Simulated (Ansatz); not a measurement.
Worked calculations on one periodic cell of amorphous La$_{12}$Si$_{12}$O$_{42}$: La12Si12O42, 66 atoms, volume 992.1 Å³, made by a melt-quench on the CHGNet potential and relaxed with DFT. O atoms were pushed apart under 1.9 Å during the dynamics, to hinder bonds among them. It is a model cell: composition and starting density were chosen by hand, and all elements were melted together. Cycles of charging were run to anneal it. All values below come from PBE, scalar-relativistic without spin-orbit coupling (plane waves to 420 eV, PAW; Ansatz, an electronic-structure program). Sampling: a 2×2×2 Γ-centred mesh; Fermi-Dirac width 0.02 eV; no spin polarisation. Its volume was relaxed, its shape was held as a cube, and it stands at a mean pressure of 0.0 GPa with stress components up to 1.4 GPa; the relaxation ran on the zone centre alone. Its density went from a set 4.40 to 4.48 g/cm³. The cell is small and was quenched far faster than a real film, so it is one sample of the glass.

### Question
Count formal charges (La +3, Si +4, O -2). What does the count lead one to expect at the Fermi level, and what does the calculation give?

### Answer
12 × (+3) + 12 × (+4) + 42 × (-2) = 0. The charges balance, so the anion-derived valence states can be full and a gap can open. On this mesh the highest filled and lowest empty level lie 4.02 eV apart, the PBE gap of this cell, with a localised state at one edge or both.

Four energies for an added electron at PBE on the zone centre alone (charged cells in a uniform background, spin-polarised): neutral at the neutral geometry -106562.944 eV; charged at the neutral geometry -106552.639 eV; charged and relaxed -106552.707 eV; neutral at the charged geometry -106562.746 eV.

### Question
Find the two relaxation energies and their sum, the reorganisation energy.

### Answer
On charging: -106552.639 − (-106552.707) = 0.068 eV. On discharging: -106562.746 − (-106562.944) = 0.198 eV. The sum is 0.266 eV. The carrier's level spreads over 15 of the 66 atoms' worth, so it counts as partly localised, most on one La atom with neighbours O 2.46 Å, O 2.47 Å, O 2.48 Å, O 2.53 Å, O 2.53 Å, O 2.70 Å (neutral geometry). The values are uncorrected: the image energy of a point charge in this cell, 2.84 × 14.40 / (2 × 10.0) = 2.0 eV before screening, is screened by electrons alone at the fixed geometry and by ions too after relaxing, and the carrier can be spread before it relaxes, so each term can be off by up to that value times 1/ε∞, some tenths of an eV. PBE's self-interaction favours spread-out carriers, so a hybrid can localise more.

Four energies for a hole at PBE on the zone centre alone (charged cells in a uniform background, spin-polarised): neutral at the neutral geometry -106562.944 eV; charged at the neutral geometry -106568.992 eV; charged and relaxed -106569.310 eV; neutral at the charged geometry -106561.742 eV.

### Question
Find the two relaxation energies and their sum, the reorganisation energy.

### Answer
On charging: -106568.992 − (-106569.310) = 0.318 eV. On discharging: -106561.742 − (-106562.944) = 1.202 eV. The sum is 1.520 eV. The carrier's level spreads over 3 of the 66 atoms' worth, so it counts as localised, most on one O atom with neighbours La 2.35 Å, La 2.43 Å, La 2.47 Å, La 2.62 Å (neutral geometry). The values are uncorrected: the image energy of a point charge in this cell, 2.84 × 14.40 / (2 × 10.0) = 2.0 eV before screening, is screened by electrons alone at the fixed geometry and by ions too after relaxing, and the carrier can be spread before it relaxes, so each term can be off by up to that value times 1/ε∞, some tenths of an eV. PBE's self-interaction favours spread-out carriers, so a hybrid can localise more.
